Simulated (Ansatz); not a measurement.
**TiO2: transverse stress against strain**

TiO2 (rutile, P4_2/mnm, 10.325 Å³/atom at rest, c along z) under a strain ε along c (axis z), the other axes held. PBEsol in Ansatz, a plane-wave DFT program (PAW, default set), 420 eV, 7×7×11 Γ-centred mesh, Fermi-Dirac smearing 0.05 eV; ions are relaxed within the symmetry of each cell. Stress is positive for a compressed cell.

Here s stands for strain and y for stress xx.

| strain (%) | stress xx (GPa) |
|---|---|
| -3.00 | ? |
| -1.20 | 1.99 |
| -0.60 | 0.98 |
| 0.00 | 0.00 |
| 0.60 | -0.96 |
| 1.20 | -1.90 |

Taking a straight line for y over the 5 complete rows: Means: s 0, y 0.022. About the means, the sum of products is -5.8320 and the sum of squares of s is 3.6000; the slope is their ratio. Least squares gives y = 0.022 - 1.6200·s. Residuals (row less fit): 0.024, -0.014, -0.022, -0.010, 0.022; standard error 0.025 (degrees of freedom: 3). The slope gives the elastic constant C13 = 162 ± 1.3 GPa.

Predict the withheld y at s = -3.00 from the fit, and compare with the calculation.

y = 0.022 - 1.6200 × (-3.0) = 4.882 GPa. The calculation gives 5.16 GPa, 0.278 GPa above the prediction (3.9 % of the range of y in the table). The row lies outside the fitted rows, so this is an extrapolation. From the scatter of the fitted rows alone, a prediction at this place has a standard error of 0.048 GPa, so the miss is 5.8 times that.

One order more, fitted to all 11 runs of the series, follows each within 0.01, so the miss is the next term of a smooth law. The primitive cell can neither tilt nor turn polar against its symmetry, as such crystals can under strain. Rows are the converged runs of the series near zero and its far end; series whose fitted rows scatter by over a few per cent of the range, as at a crossing or softening among them, aren't shown in this form. Most that stay on the fit to the last digits aren't either.
